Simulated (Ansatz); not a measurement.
As on the N site in zinc-blende BN (start: the N site; 64-site cell, 2×2×2 shifted sampling). The numbers are results of PBE, PAW (plane waves to 420 eV; Ansatz, a first-principles code), not measurements. Total energies of the localised charge states, counted from that of charge +1, and their image corrections (point charge with alignment); the host's valence-band maximum lies at 11.049 eV on the cells' energy zero and its gap is 4.46 eV.

```tsv
charge	moment (μB)	E − E(first) (eV)	correction (eV)
+1	1.0	0.000	0.804
0	not spin-polarised	12.155	0.000
```

### Question
Derive the transition levels above the valence-band maximum and say which of them are thermodynamic.

### Answer
A level is the Fermi energy at which two charges have equal formation energy: ε(q/q′) = [E(q′) + corr(q′) − E(q) − corr(q)] / (q − q′) − E_VBM.
ε(+1/0) = [(12.155 + 0.000) − (0.000 + 0.804)] / 1 − 11.049 = 0.30 eV
Thermodynamic levels at least 0.1 eV inside the gap: (+1/0) at 0.30 eV. They hold to tenths of an eV in this cell. Only the charges listed were compared. At charge −1 the carrier sat in host band states, shallow at most. Flagged in the runs: a doubtful potential alignment.
